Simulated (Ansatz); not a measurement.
Functionals compared on a constructed model of the (110) surface of bcc Fe, ferromagnetic, a pseudomorphic layer of Si in the host's stacking (bottom of the slab: a bare face, its two planes held), in Ansatz (plane waves, PAW). The structure was relaxed with PBE; the other rows are single points on it. Cutoff 420 eV.

Model: 7-atom slab, 12.1 Å thick at the start, 16x16x1 mesh, Fermi-Dirac 0.1 eV, dipole correction, 2 atoms held, the rest relaxed; symmetry of the start imposed; spin-polarised, ending with about 13.3 μB a cell; orders that need a larger cell were not tried, no spin-orbit, no U. It is one candidate, not shown to be the stable structure of the face. These notes are the PBE run's.

```json
[
 {"functional": "PBE", "work function of the top face (eV)": "4.73", "magnetic moment of the cell (μB)": "13.32", "rough cost of the single point": "–"},
 {"functional": "RPBE", "work function of the top face (eV)": "(withheld)", "magnetic moment of the cell (μB)": "13.50", "rough cost of the single point": "very roughly 3 core-minutes"}
]
```

Q: What belongs in the gaps?

A: 
- RPBE, work function of the top face (eV): 4.66

Ansatz is an electronic-structure program.
